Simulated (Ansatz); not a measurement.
Functionals compared on the (10-12) surface of hcp Ti in its 1x1 cell, outermost plane spacing 1.14 Å in the ideal cut, in Ansatz (plane waves, PAW). The structure was relaxed with PBE; the other rows are single points on it, each with its references at the same level. Cutoff 420 eV (500 eV for r2SCAN).

Slab: 14 atoms, 11.4 Å thick at the start; k 13x6x1, smearing 0.1 eV, dipole-corrected; all atoms relaxed; start symmetry kept, larger cells not searched; no spin, no spin-orbit, no U. These notes are the PBE run's.

```
functional  surface energy (J/m²)  work function of the top face (eV)           rough cost of the single point
----------  ---------------------  ----------------------------------  ---------------------------------------
PBE                          2.11                                3.58                                        –
LDA                          2.38                                3.80            very roughly 2.1 core-minutes
PBEsol                 (withheld)                          (withheld)  about 2.6 core-minutes (a rough figure)
RPBE                         1.96                                3.45            very roughly 2.5 core-minutes
r2SCAN                       2.30                                3.59    about 6 core-minutes (a rough figure)
```

Task: What belongs in the gaps?

Result: 
- PBEsol, surface energy (J/m²): 2.31
- PBEsol, work function of the top face (eV): 3.64

Ansatz is a first-principles code.
